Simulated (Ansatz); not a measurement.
Base system: MgO in the rock salt structure (space group Fm-3m, No. 225; a = 4.214 Å). Axes: x, y, z lie along the cube axes.

Level of theory: DFT with PBEsol, PAW potentials and a 420 eV plane-wave cutoff in Ansatz (a program for electronic structure), scalar-relativistic without spin-orbit coupling.

Now apply this change: the cell is stretched by 2.00 % along z with no lateral relaxation, atoms relaxed at fixed cell.

### Question
Predict the stress tensor and what it implies for the stiffness.

### Answer
Stress of the strained cell less that of the base (GPa, compression positive):
```
  -1.72    0.00    0.00
   0.00   -1.72    0.00
   0.00    0.00   -5.17
```

Then −Δσ_ii/ε with ε = 0.0200 gives secant stiffness values (nonlinear terms included at this strain): C33 ≈ 259 GPa, C13 ≈ 86 GPa and C23 ≈ 86 GPa.

No phonon test of stability was made.
